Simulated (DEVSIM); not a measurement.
System: Schottky contact on n-type GaN, at 400 K.

Layer 1 from the left is GaN, thickness (μm) 0.460, Nd (cm⁻³) 1.4e16, τn (s) 7.9e-8, τp (s) 7.9e-8.

Left contact: Schottky, work function 5.62 eV, emission velocity 6.6e6 cm/s. Right contact: ohmic. Voltage is applied to the left contact. Recombination: SRH at mid-gap, Auger. Mobility is constant in doping.

This is a model device: material constants are rounded textbook-type values typed into the input, and sizes, dopings and lifetimes were drawn at random. Values at 300 K; Nc and Nv go as T^1.5, mobilities as T to minus their exponent, the gap by Varshni's rule with the affinity fixed.

GaN: gap (eV) 3.43, affinity (eV) 4.1, permittivity 9.5, Nc (cm⁻³) 2.3e18, Nv (cm⁻³) 4.6e19, μn (cm²/Vs) 1200, μp (cm²/Vs) 100, T exponent of μn 1.5, T exponent of μp 2, Cn (cm⁶/s) 1e-30, Cp (cm⁶/s) 1e-30, Varshni α (eV/K) 0.00091, Varshni β (K) 830.

DEVSIM, 1D drift-diffusion, Boltzmann statistics, complete ionisation; no tunnelling, impact ionisation, image-force lowering or self-heating. Metal contacts follow the ideal Schottky-Mott rule: no Fermi-level pinning, no interface dipoles.

Dark forward current:

```
|V| (V)  |J| (A/cm²)
-------  -----------
0.05       7.810e-13
0.10       4.104e-12
0.15       1.825e-11
0.20       7.842e-11
0.25       3.345e-10
0.30        1.424e-9
0.35        6.056e-9
0.40        2.575e-8
0.45        1.095e-7
0.50        4.653e-7
0.55        1.976e-6
0.60        8.393e-6
0.65        3.562e-5
0.70       0.0001511
0.75       0.0006403
0.80        0.002711
0.85         0.01146
0.90         0.04839
0.95          0.2037
1.00          0.8546
1.05           3.561
1.10           14.62
1.15           57.93
1.20           208.8
1.25           618.1
1.30            1404
```

Q: Work out the local ideality factor n = ΔV / (kT/q · ln(J2/J1)) between the rows 0.15 and 0.20 V, 1.25 and 1.30 V.

A: kT/q = 34.47 mV. From 0.15 to 0.20 V: ln(7.842e-11/1.825e-11) = 1.458, n = 0.99, near the 1 of diffusion or emission over a barrier. From 1.25 to 1.30 V: ln(1404/618.1) = 0.820, n = 1.77; the layers' resistance at their doping, Σ W/(qμN) = 2.6e-5 Ω cm², would take 21 mV of this step of 50 mV.

Q: Estimate the current at 0.65 V for emission alone, J0 = q v N_band exp(−φB/kT), and read the barrier back from the simulated current.

A: φB = 1.520 eV, N_band = 3.54e18 cm⁻³, J0 = 2.65e-13 A/cm²; J = J0 (exp(qV/kT) − 1) = 4.09e-5 A/cm². The simulation gives 3.56e-5 A/cm²; the estimate lies 15 % above. Read backwards, the simulated current gives an apparent barrier of 1.525 eV. The estimate leaves out transport through the depletion region and minority injection.
